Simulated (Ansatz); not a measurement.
GaAs under load (space group Imm2), r2SCAN with spin-orbit coupling, rigid bands in Ansatz (a program for electronic structure). Condition of this run: uniaxial stress along [110] of 2 GPa (compression positive) (the target of the relaxation). Band gap 0.86 eV, N_c = 3.54e17 cm⁻³ and N_v = 4.33e18 cm⁻³ at 300 K, conductivity masses along z (a = (-0.02, 2.81, 2.85) Å; b = (2.81, -0.02, 2.85) Å; c = (2.79, 2.79, 0.00) Å) of 0.0624 mₑ (electrons) and 0.415 mₑ (holes). Take k_BT = 0.02585 eV.

Question: What thermal injection velocity √(2k_BT/πm) limits a ballistic channel along the direction named?

Answer: 2.15e7 cm/s for electrons and 8.35e6 cm/s for holes, a ratio of √(m_h/m_e) = 2.58, for dilute carriers.

Question: Find the intrinsic carrier density and the intrinsic Fermi level.

Answer: n_i = √(N_c N_v) exp(−E_g/2k_BT) = 1.24e18 × exp(−16.63) = 7.4e10 cm⁻³. The level lies (k_BT/2) ln(N_v/N_c) = 32 meV from mid-gap (positive towards the conduction band). Each 0.1 eV added to the gap lowers n_i by a factor of 6.9.

Rigid bands with the computed gap; masses take one relaxation time for all states.
